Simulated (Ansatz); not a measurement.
Fermi-surface data of MgIr₂ (P6_3/mmc)

Here is the system:

```
CELL_PARAMETERS angstrom
      5.15419     0.00000     0.00000
     -2.57709     4.46366     0.00000
      0.00000     0.00000     8.36104
ATOMIC_POSITIONS crystal
  Mg 0.33333 0.66667 0.06914
  Mg 0.66667 0.33333 0.93086
  Mg 0.66667 0.33333 0.56914
  Mg 0.33333 0.66667 0.43086
  Ir 0.00000 0.00000 0.00000
  Ir 0.00000 0.00000 0.50000
  Ir 0.82825 0.65649 0.25000
  Ir 0.17175 0.34351 0.75000
  Ir 0.17175 0.82825 0.75000
  Ir 0.82825 0.17175 0.25000
  Ir 0.34351 0.17175 0.25000
  Ir 0.65649 0.82825 0.75000
```

Calculation: PBEsol, rigid bands (plane waves, PAW, scalar-relativistic; Ansatz, an electronic-structure program). Cell: cell and atoms relaxed with PBEsol.

The density of states at the Fermi level is 9.34 states/(eV·cell), both spins. The bare Sommerfeld coefficient is 1.84 mJ/(mol of atoms·K²) and the drude plasma energy is 4.6 (x), 4.6 (y), 4.1 (z) eV. The root-mean-square Fermi velocity is 3.9e5 m/s. The resistivity times τ is 23 (x), 23 (y), 29 (z) ×10⁻²² Ω·m·s.

A metal at this level (no band gap); rigid bands, thermally averaged at 300 K, both spins. Spin-orbit coupling is left out, which matters with elements this heavy. τ is one relaxation time for all states.

Formula and space group known from diffraction (Crystallography Open Database), not checked to be the room-temperature form: MgIr2 (P6_3/mmc).
